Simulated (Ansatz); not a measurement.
Base system: CrI$_{3}$ in the BiI3 type structure (space group R-3, No. 148; a = 6.892 Å, c = 19.898 Å (hexagonal axes); ferromagnetic; layered, stacked along the Cartesian z axis).

Structures relaxed with r2SCAN+rVV10 in Ansatz (plane waves to 500 eV, PAW, without spin-orbit coupling).

Base:

Simulated powder pattern, Co Kα, λ = 1.79026 Å (kinematic, ideal powder, no thermal factors, no anomalous dispersion; the 8 strongest lines at most, above 2 %, up to 2θ = 90°):

```json
[
 {"2θ (°)": "31.32", "I/Imax (%)": "20", "hkl": "(006)"},
 {"2θ (°)": "34.04", "I/Imax (%)": "100", "hkl": "(2 -1 3)"},
 {"2θ (°)": "44.00", "I/Imax (%)": "28", "hkl": "(2 -1 6)"},
 {"2θ (°)": "53.48", "I/Imax (%)": "23", "hkl": "(300)"},
 {"2θ (°)": "57.51", "I/Imax (%)": "23", "hkl": "(119)"},
 {"2θ (°)": "63.29", "I/Imax (%)": "15", "hkl": "(036)"},
 {"2θ (°)": "64.93", "I/Imax (%)": "15", "hkl": "(223)"},
 {"2θ (°)": "88.91", "I/Imax (%)": "12", "hkl": "(5 -4 3)"}
]
```

Modification: an isotropic linear strain of +0.92 %, atoms relaxed at fixed cell.

After the change:

Simulated powder pattern, Co Kα, λ = 1.79026 Å (kinematic, ideal powder, no thermal factors, no anomalous dispersion; the 8 strongest lines at most, above 2 %, up to 2θ = 90°):

```json
[
 {"2θ (°)": "31.03", "d (Å)": "3.347", "I/Imax (%)": "20", "hkl": "(006)"},
 {"2θ (°)": "33.72", "d (Å)": "3.086", "I/Imax (%)": "100", "hkl": "(2 -1 3)"},
 {"2θ (°)": "43.58", "d (Å)": "2.411", "I/Imax (%)": "29", "hkl": "(2 -1 6)"},
 {"2θ (°)": "52.95", "d (Å)": "2.008", "I/Imax (%)": "23", "hkl": "(300)"},
 {"2θ (°)": "56.93", "d (Å)": "1.878", "I/Imax (%)": "23", "hkl": "(119)"},
 {"2θ (°)": "62.65", "d (Å)": "1.722", "I/Imax (%)": "15", "hkl": "(036)"},
 {"2θ (°)": "64.26", "d (Å)": "1.683", "I/Imax (%)": "14", "hkl": "(223)"},
 {"2θ (°)": "87.89", "d (Å)": "1.290", "I/Imax (%)": "12", "hkl": "(5 -4 3)"}
]
```

The indices refer to the base's conventional cell; one index is shown for lines that coincide.

Other magnetic orders, which the real material may have, were not ruled out. No phonon test of stability was made.

Ansatz is a first-principles code.
